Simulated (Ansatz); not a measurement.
## What biaxial strain −1.67 %, plane normal [111], relaxed out of plane does to AlN

The parent structure is AlN in the zinc blende structure (space group F-43m, No. 216; a = 4.378 Å). Axes: x, y, z lie along the cube axes.

It is then changed as follows: compressive biaxial strain of 1.67 % in the plane normal to [111], as in epitaxy on a mismatched substrate; the out-of-plane cell vector and the atoms relax.

Calculations: PBEsol/PAW in Ansatz (a quantum-chemistry and plane-wave program), spin-orbit coupling left out. Settings: 13×13×13 k-points, 0.05 eV Fermi–Dirac smearing.

```tsv
quantity	base	changed	shift
volume per atom	10.49 Å³	10.20 Å³	-0.284 Å³
shortest interatomic distance	1.896 Å	1.875 Å	-0.021 Å
energy relative to the base (free energy F)	0 meV/atom	+9.2 meV/atom	+9.2 meV/atom
pressure (mean of the normal stresses, compression positive)	-0.01 GPa	5.80 GPa	+5.81 GPa
band gap	3.19 eV	3.12 eV	-0.07 eV
gap character	–	indirect, Γ → F	–
smallest direct gap	4.06 eV	4.21 eV	+0.15 eV
valence-band top at Γ (three highest levels, from the VBM)	–	0.00, 0.00, -0.21 eV	–
valley order (the lowest conduction-band minima on the path, energy above the VBM, named in the base's zone)	X along ⟨100⟩ 3.19 eV; Γ 4.06 eV	X along [100] 3.12 eV; Γ 4.21 eV	–
out-of-plane strain	–	+0.62 %	–
ratio −ε⊥/ε∥	–	0.37	–
mean in-plane stress (compression positive)	–	+8.7 GPa	–
```

Whether these cells are dynamically stable was not tested. This is not the structure that AlN has at room temperature and ambient pressure. Labels are those of the standard path for the cell's own space group.
